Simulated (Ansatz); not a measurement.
Take TiO₂ in the anatase structure (space group I4_1/amd, No. 141; a = 3.770 Å, c = 9.552 Å) as the base. Axes: x, y, z lie along a, b, c of the conventional cell.

It is then changed as follows: uniaxial strain ε_zz = +4.11 %, all other strain components held at zero; the atoms relax in the strained cell.

Levels (all Ansatz, an electronic-structure program, PAW): PBEsol (420 eV, spin-orbit coupling left out); r2SCAN (500 eV, without spin-orbit coupling).

The geometry is relaxed with PBEsol.

PBEsol smallest direct gap: 2.44 eV
PBEsol lowest conduction level above the VBM at special points: Γ 2.21 eV; M 2.51 eV; R 3.17 eV; G 3.17 eV
PBEsol pressure: -64.3 kbar

### Question
How does going to r2SCAN change the smallest direct gap, lowest conduction level above the VBM at special points and pressure?

### Answer
The smallest direct gap goes up by 0.423 eV, from 2.44 eV to 2.87 eV; the lowest conduction level above the VBM at special points goes from Γ 2.21 eV; M 2.51 eV; R 3.17 eV; G 3.17 eV to Γ 2.63 eV; M 2.92 eV; R 3.55 eV; G 3.55 eV; the pressure increases by 12.4 kbar, from -64.3 kbar to -51.9 kbar.

Single points use the geometry relaxed with PBEsol. Their cutoffs differ, which shifts pressures a little. Whether these cells are dynamically stable was not tested. The base started in C2/c and relaxed to I4_1/amd at this level. The final runs are not spin-polarised.
